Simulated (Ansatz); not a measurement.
# A computed series for InSe: pressure series

Take InSe in the beta-GaS type structure (space group P6_3/mmc, No. 194; a = 4.0320 Å, c = 16.7626 Å; layered, stacked along the Cartesian z axis) as the base.

Cell and atoms are relaxed at each pressure.

Calculations: Ansatz (a first-principles code), PBE-D3(BJ), PAW, cutoff 420 eV, scalar-relativistic without spin-orbit coupling, earlier PAW set.

```csv
case,band gap,shortest interatomic distance,c/a ratio
base,0.37 eV,2.660 Å,4.157
pressure −1 GPa,0.42 eV,2.674 Å,4.260
pressure 0.9 GPa,0.41 eV,2.648 Å,4.127
pressure 2.1 GPa,0.50 eV,2.635 Å,4.110
pressure 9 GPa,___,___,4.157
pressure 15 GPa,0.30 eV,2.544 Å,4.236
pressure 22.5 GPa,zero,2.515 Å,4.341
pressure 30 GPa,zero,2.495 Å,4.454
```

**Question.** Some entries are withheld; estimate them.

**Answer.** 
- pressure 9 GPa, band gap: 0.73 eV
- pressure 9 GPa, shortest interatomic distance: 2.578 Å

A case with no gap was solved on a k-mesh chosen for an insulator, which is coarse for it. Load acts through the strain it causes; cell and atoms are relaxed under it. Stability against distortions was not tested. No other phases were tried under pressure. The final runs are not spin-polarised. The zero or small gap of InSe under pressure 22.5 GPa and InSe under pressure 30 GPa can change with the level of theory.
